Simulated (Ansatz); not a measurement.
## Habitual settings against a tight run: Zn6Mo (Fm-3m, 7 atoms in the cell)

Self-consistent single point.

```
CELL_PARAMETERS angstrom
      0.00000     3.89915     3.89915
      3.89915     0.00000     3.89915
      3.89915     3.89915     0.00000
ATOMIC_POSITIONS crystal
  Zn 0.50000 0.50000 0.00000
  Zn 0.00000 0.00000 0.50000
  Zn 0.00000 0.50000 0.50000
  Zn 0.50000 0.00000 0.00000
  Zn 0.50000 0.00000 0.50000
  Zn 0.00000 0.50000 0.00000
  Mo 0.00000 0.00000 0.00000
```

Computed with PBEsol, PAW files made with PBE (plane waves; Ansatz, an electronic-structure program).

Base settings: basis.ecutwfc = 420 eV; kpoints.mp_grid.grid = 7 7 7; hamiltonian.xc = pbesol; hamiltonian.pseudopotentials = {kind: paw} (the program's default PAW files); scf.occupations.method = gaussian; scf.occupations.width = 0.2 eV.

Tight run (finer mesh or higher cutoff; not a proven limit): basis.ecutwfc: 420 eV → 590 eV; kpoints.mp_grid.grid: 7 7 7 → 10 10 10; scf.convergence.dr2_threshold: default (1e-07 eV) → 1e-09 eV. It gave Fermi level (on the code's own zero) 9.80 eV; pressure -7.76 GPa.

Quick runs, as changes from the base:
- A: the base itself
- B: basis.ecutwfc: 420 eV → 210 eV; kpoints.mp_grid.grid: 7 7 7 → 8 8 8; hamiltonian.xc: pbesol → lda; scf.convergence.dr2_threshold: default (1e-07 eV) → 0.001 eV [LDA (PW92)]
- C: basis.ecutwfc: 420 eV → 210 eV; kpoints.mp_grid.grid: 7 7 7 → 4 4 4; scf.occupations.width: 0.2 eV → 0.5 eV
- D: basis.ecutwfc: 420 eV → 250 eV; kpoints.mp_grid.grid: 7 7 7 → 3 3 3
- E: basis.ecutwfc: 420 eV → 250 eV; kpoints.mp_grid.grid: 7 7 7 → 6 6 6; scf.occupations.method: gaussian → cold

Energies are extrapolated to zero smearing width, which holds to low order in the width alone.

Dashes: energy of B, another energy zero.

† marks runs with another functional, U, potentials or spin treatment: their distance from the tight run is not a convergence error alone.

The count of work is k-points × plane waves × bands × iterations; it is no time. 

Pressures in the table are Ansatz's without its Pulay estimate, at a fixed set of plane waves; the tight run's value above holds the estimate.

The starting cell comes from a database of computed structures (which also holds hypothetical and non-ambient phases and stackings), without a prior relaxation at this level. Its lattice was rescaled by a random factor within 2.5 % of one. Spin polarisation is off. In the base run, with a pressure of about -8 GPa the cell is away from its equilibrium volume at this level.

| run | energy less tight (meV/atom) | pressure less tight (GPa) | count of work / tight |
|---|---|---|---|
| A | -0.2 | -0.06 | 0.23 |
| B† | – | -224.45 | 0.084 |
| C | 4661.2 | -221.62 | 0.039 |
| D | 946.4 | -60.56 | 0.024 |
| E | 958.6 | -60.34 | 0.085 |

Among the runs at the tight run's level, the energy misses run from 0.2 to 4661.2 meV/atom.

Left out of this page: 1 run of the series with a known weakness of the program.

Keys are those of Ansatz 0.2.
